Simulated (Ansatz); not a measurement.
Worked sum: formation energy of the neutral 2 F_O + 2 H_i + 2 O_F + 2 V_H in Al2SiHO5F (P2₁/c)

Subject: the formation energy of the neutral 2 F_O + 2 H_i + 2 O_F + 2 V_H in Al2SiHO5F (P2₁/c). Reaction: 4 Al2SiHO5F (P2₁/c) → cell A.

A: a supercell of 40 sites of Al2SiHO5F (P2₁/c) with two empty H sites amid 1 O; two times F on an O site (2 Al at 1.83–1.85 Å); two times O on a F site (1 H at 0.97 Å and 2 Al at 1.82–1.84 Å); two times H off the lattice sites (1 O at 0.97 Å); the closest two of these centres are 1.0 Å apart, the farthest 5.7 Å; the host is a cell whose start was taken from, or built on, an entry of a structure database, and that this text hasn't matched to a measured one; spin state with PBE: run without spin.

Method: Ansatz (an electronic-structure program), PAW, neutral cells at 0 K with nuclei at rest, on structures from PBE. Ansatz runs with its PAW set soft_1. Other levels take these structures. The lattices are those relaxed with PBE, so at other levels the solids can be strained, which adds to the spread. Larger cells are relaxed from a start prepared with the learned potential CHGNet, on a coarser mesh till forces fall under 0.03 eV/Å, which some starts already meet. A dispersion term (D3(BJ), or D4 for r2SCAN) was computed beside these levels and is taken off wherever the name lacks it. Space groups of crystals are read within 0.01 Å. The cell is small for its defects, so this is an ordered compound on the host's lattice rather than an isolated defect. Cell A has symmetry P2₁/m within 0.02 Å and got no random move, so less symmetric positions, which may lie lower, weren't tried.

Total energies of the cells in eV, at zero smearing width. They compare only within one column; the weights balance every element.

```json
[
 {"cell": "A: Al2SiHO5F:2 F_O + 2 H_i + 2 O_F + 2 V_H", "atoms": "40", "weight": "+1", "PBE": "-21536.49139", "RPBE": "-21614.03719"},
 {"cell": "Al2SiHO5F (P2₁/c)", "atoms": "40", "weight": "−1", "PBE": "-21536.75569", "RPBE": "-21614.30656"}
]
```

PBE: (-21536.49139) − (-21536.75569) = 0.264 eV.

RPBE: (-21614.03719) − (-21614.30656) = 0.269 eV.
